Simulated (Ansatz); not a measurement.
CoSn (P6/mmm, No. 191) was calculated with r²SCAN in Ansatz (plane waves, PAW).

Settings: plane-wave cutoff 600 eV, 12×12×16 k mesh (along the axes of the cell as run), Fermi–Dirac smearing 0.046 eV (set by the program), no spin polarisation, scalar-relativistic PAW data made under PBE.

Cell (relaxed at this level):

```
CELL_PARAMETERS angstrom
      5.24229     0.00000     0.00000
     -2.62114     4.53995     0.00000
      0.00000     0.00000     4.18720
ATOMIC_POSITIONS crystal
  Co 0.00000 0.50000 0.00000
  Co 0.50000 0.00000 0.00000
  Co 0.50000 0.50000 0.00000
  Sn 0.00000 0.00000 0.00000
  Sn 0.66667 0.33333 0.50000
  Sn 0.33333 0.66667 0.50000
```

Question: Estimate the Voigt–Reuss–Hill bulk modulus, polycrystal shear modulus (Hill average), Young modulus and Poisson ratio that the calculation returns.

Answer: 
Voigt–Reuss–Hill bulk modulus: 143 GPa
polycrystal shear modulus (Hill average): 81.9 GPa
Young modulus: 206 GPa
Poisson ratio: 0.260

Elastic constants are with the ions relaxed.

Spin–orbit coupling is not included.

It cost roughly 4 core-hours of CPU time.

Ansatz is a quantum-chemistry and plane-wave program.
